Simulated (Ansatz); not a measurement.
Results of r²SCAN in Ansatz (plane waves, PAW) for AlB2-type MgB2.

Settings: plane-wave cutoff 560 eV, 24×24×16 k mesh (along the axes of the cell as run), Fermi–Dirac smearing 0.05 eV, scalar-relativistic PAW data made under PBE.

Properties against volume:

Shape and atoms are relaxed at each volume.

| V (Å³/atom) | P (GPa) | c (Å) | a (Å) |
|---|---|---|---|
| 9.163 | 6.55 | 3.445 | 3.035 |
| 9.354 | 3.12 | 3.479 | 3.052 |
| 9.545 | 0.00 | 3.511 | 3.069 |
| 9.736 | -2.84 | 3.544 | 3.085 |
| 9.927 | -5.44 | 3.576 | 3.101 |

Note: the bulk modulus comes from volumes at which shape and atoms were relaxed.

Ansatz is an electronic-structure program.
